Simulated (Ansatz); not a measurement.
## Pressure series in Al2O3

The reference is Al2O3 in the corundum structure (space group R-3c, No. 167).

```xyz
10
Lattice="2.4044 1.3882 4.3746 -2.4044 1.3882 4.3746 0.0000 -2.7764 4.3746" Properties=species:S:1:pos:R:3 pbc="T T T"
Al     0.0000     0.0000     8.5023
Al     0.0000     0.0000     1.9404
Al     0.0000     0.0000     4.6215
Al     0.0000     0.0000    11.1835
O      0.7362     1.5013     5.4683
O     -1.6682    -0.1131     5.4683
O     -0.7362    -1.5013     7.6556
O     -0.9321     1.3882     7.6556
O      1.6682     0.1131     7.6556
O      0.9321    -1.3882     5.4683
```

Cell and atoms are relaxed at each pressure.

Computed with PBE, PAW, 420 eV (Ansatz, a program for electronic structure; no spin-orbit coupling).

Candidates:
(a) pressure 4.5 GPa
(b) pressure −1 GPa
(c) pressure 15 GPa
(d) pressure 22.5 GPa
(e) pressure −2 GPa

Base values:

The band gap is 5.85 eV.

Problem. Order them by band gap, highest first.

Solution. (d) pressure 22.5 GPa (6.87 eV), (c) pressure 15 GPa (6.56 eV), (a) pressure 4.5 GPa (6.08 eV), (b) pressure −1 GPa (5.80 eV), (e) pressure −2 GPa (5.74 eV)

Load acts through the strain it causes; cell and atoms are relaxed under it. Stability against distortions was not tested. No other phases were tried under pressure.
